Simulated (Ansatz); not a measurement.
This concerns the formation energy of YN (rock salt, Fm-3m) from the elements. Reaction: Y (hcp) + 1/2 N2 (gas) → YN (rock salt). Negative: the products are lower in energy. The value is per atom of the solid.

YN (rock salt, Fm-3m), 2 atoms in the cell. Conventional cell: a = b = c = 4.906 Å, α = β = γ = 90.00°.

Method: Ansatz (a quantum-chemistry and plane-wave program), PAW, neutral cells at 0 K with nuclei at rest, on structures from PBE. Ansatz runs with its PAW set soft_1. Other levels take these structures. HSE06 runs on coarser k-point meshes, mended by the PBE difference between the two meshes. Some cells are metallic or hold partly filled levels, where a hybrid on a coarse mesh is less sure. The lattices are those relaxed with PBE, so at other levels the solids can be strained, which adds to the spread. A dispersion term (D3(BJ), or D4 for r2SCAN) was computed beside these levels and is taken off wherever the name lacks it. Space groups of crystals are read within 0.01 Å.

Measured enthalpy at 298 K, from tabulated formation enthalpies: -1.55 eV/atom (as tabulated in arXiv:2310.18187). It holds thermal and zero-point parts that the computed values lack, which would shift all levels alike, taken here as about 0.04 eV/atom at most.

**Question.** Give the error of each level (PBE, LDA, PBEsol, RPBE, r2SCAN, HSE06) against measurement.

**Answer.** 
```tsv
Functional	computed (eV/atom)	computed less measured
RPBE	-1.53	0.02
PBE	-1.70	-0.15
PBEsol	-1.84	-0.29
HSE06	-1.84	-0.29
r2SCAN	-1.98	-0.43
LDA	-2.05	-0.50
```

RPBE comes closest here; LDA misses by 0.50 eV/atom.
